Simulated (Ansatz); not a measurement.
# MgF2 under a change: pressure 7.5 GPa

Base system: MgF$_{2}$ in the rutile structure (space group P4_2/mnm, No. 136; a = 4.6389 Å, c = 3.0624 Å).

It is then changed as follows: cell and atoms relaxed at a pressure of 7.5 GPa.

The values are results of PBEsol/PAW in Ansatz (a program for electronic structure), no spin-orbit coupling, not measurements. Γ-centred 7×7×11 mesh, Fermi–Dirac width 0.05 eV.

```tsv
quantity	base	changed	shift
volume per atom	10.98 Å³	10.28 Å³	-0.70 Å³
density	3.14 g/cm³	3.35 g/cm³	+0.21 g/cm³
lattice parameter a	4.639 Å	4.529 Å	-0.110 Å
c/a ratio	0.660	0.664	+0.004
shortest interatomic distance	1.990 Å	1.937 Å	-0.053 Å
band gap	6.89 eV	7.34 eV	+0.444 eV
gap character	direct at Γ	direct at Γ	–
mean gap deformation potential ΔEg/Δln V	–	-6.7 eV	–
valence-band top at Γ (three highest levels, from the VBM)	0.00, -0.32, -0.32 eV	0.00, -0.33, -0.33 eV	–
```

Load acts through the strain it causes; cell and atoms are relaxed under it. Whether these cells are dynamically stable was not tested. No other phases were tried under pressure. The base started in Pnnm and relaxed to P4_2/mnm at this level.
